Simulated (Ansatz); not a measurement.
Functionals compared on the (30-31) surface of hcp Tl in its 1x1 cell, outermost plane spacing 0.51 Å in the ideal cut, in Ansatz (plane waves, PAW). The structure was relaxed with PBE; the other rows are single points on it, each with its references at the same level. Cutoff 420 eV (500 eV for r2SCAN).

Slab: 22 atoms, 10.7 Å thick at the start; k 11x3x1, smearing 0.1 eV, dipole-corrected; all atoms relaxed; held to the part of the start's symmetry that mesh and held atoms allow; no spin, no spin-orbit, no U. These notes are the PBE run's.

```
functional  surface energy (J/m²)  work function of the top face (eV)          rough cost of the single point
----------  ---------------------  ----------------------------------  --------------------------------------
PBE                          0.26                                3.54                                       –
LDA                          0.41                                3.87  about 11 core-minutes (a rough figure)
PBEsol                       0.35                                3.63  about 11 core-minutes (a rough figure)
RPBE                          ___                                 ___                 roughly 10 core-minutes
r2SCAN                       0.33                                3.55            very roughly 19 core-minutes
```

### Question
Some entries are withheld; supply them.

### Answer

- RPBE, surface energy (J/m²): 0.16
- RPBE, work function of the top face (eV): 3.38

Ansatz is a first-principles code.
